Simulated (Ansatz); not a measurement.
Functionals compared on the (100) surface of bcc V in its 1x1 cell, outermost plane spacing 1.50 Å in the ideal cut, in Ansatz (plane waves, PAW). The structure was relaxed with PBE; the other rows are single points on it, each with its references at the same level. Cutoff 420 eV (500 eV for r2SCAN).

Set-up: 8 atoms, 10.5 Å thick at the start (thin: gaps and levels are the slab's own); mesh 13x13x1; 0.1 eV smearing; dipole correction on; all atoms relaxed; start symmetry kept, larger cells not searched; no spin, no spin-orbit, no U. These notes are the PBE run's.

| functional | surface energy (J/m²) | work function of the top face (eV) | rough cost of the single point |
|---|---|---|---|
| PBE | 2.41 | 3.75 | – |
| LDA | 2.77 | 4.01 | around 13 core-seconds (rough) |
| PBEsol | 2.66 | 3.83 | around 14 core-seconds (rough) |
| RPBE | … | … | roughly 13 core-seconds |
| r2SCAN | 2.58 | 3.73 | around 26 core-seconds (rough) |

Problem. Complete the blanks.

Solution. 
- RPBE, surface energy (J/m²): 2.22
- RPBE, work function of the top face (eV): 3.60

Ansatz is an electronic-structure program.
